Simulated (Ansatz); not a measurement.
An Ansatz (a program for electronic structure) input (Kohn–Sham DFT with the r2SCAN functional, run in Ansatz with PAW and 500 eV plane waves, without spin-orbit coupling):

Ansatz 0.2 input:
```yaml
crystal:
  lattice:
    - [0, 2.5292300089, 2.4670109507]
    - [2.5292300089, 0, 2.4670109507]
    - [2.5292300089, 2.5292300089, 0]
  atoms:
    - { symbol: Hf, position: [0, 0, 0] }
    - { symbol: O, position: [0.25, 0.25, 0.25] }
    - { symbol: O, position: [0.75, 0.75, 0.75] }
basis: { ecutwfc: 500, ecutrho_ratio: 4, xc_grid: 4, fft_grid_basis: typed }
kpoints: { mp_grid: { grid: [11, 11, 11] } }
hamiltonian:
  xc: r2scan
  dispersion: none
  pseudopotentials: { kind: paw }
scf: { occupations: { method: fermi_dirac, width: 0.05 }, convergence: { dr2_threshold: 0.0000000003 } }
relax: { f_tol: 0.005, max_steps: 50 }
output: { forces: true, stress: true }
checkpoint: { write: state.ck, write_every: 1000 }
```

Q: Which symmetry and how many k-points will the program report, and about how many plane waves at Γ?

A: Space group I4/mmm (ITA 139) with 16 operations, k-points 126 of 1331, and 829 plane waves at Γ.

Q: And the final pressure?

A: 7.13 GPa (compression positive).

The cells carry an imposed strain or load. Stability against distortions was not tested. The cell was made from HfO$_{2}$ in the fluorite structure (space group Fm-3m, No. 225) by this change: uniaxial strain ε_zz = −2.46 %. This is not the structure that HfO2 has at room temperature and ambient pressure.
